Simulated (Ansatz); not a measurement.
Zn3InGaO6 (R3m, No. 160, 11 atoms in the cell; start mp-1215740) was calculated with r²SCAN in Ansatz (plane waves, PAW).

Run with plane-wave cutoff 560 eV, 12×12×12 k mesh, Fermi–Dirac smearing 0.01 eV, scalar-relativistic PAW data made under PBE.

Cell (relaxed with PBEsol):

```xyz
11
Lattice="1.6447 0.9495 13.7903 -1.6447 0.9495 13.7903 0.0000 -1.8991 13.7903" Properties=species:S:1:pos:R:3 pbc="T T T"
Zn     0.0000     0.0000    10.8015
Zn     0.0000     0.0000    30.6697
Zn     0.0000     0.0000    35.8157
In     0.0000     0.0000     0.0502
Ga     0.0000     0.0000     5.6632
O      0.0000     0.0000    37.7853
O      0.0000     0.0000     3.6966
O      0.0000     0.0000     7.6399
O      0.0000     0.0000    33.2532
O      0.0000     0.0000    28.7199
O      0.0000     0.0000    12.7604
```

Q: What does this level give for the band gap?

A: 
* **band gap**: 1.54 eV

Note: cell and atoms aren't relaxed at this level (largest force component 0.09 eV/Å).

Spin–orbit coupling is not included.

Computed values are for the static lattice.

The result took very roughly 10 core-minutes.

A start named mp-… is a Materials Project structure, which need not be a measured phase.

Ansatz is a quantum-chemistry and plane-wave program.
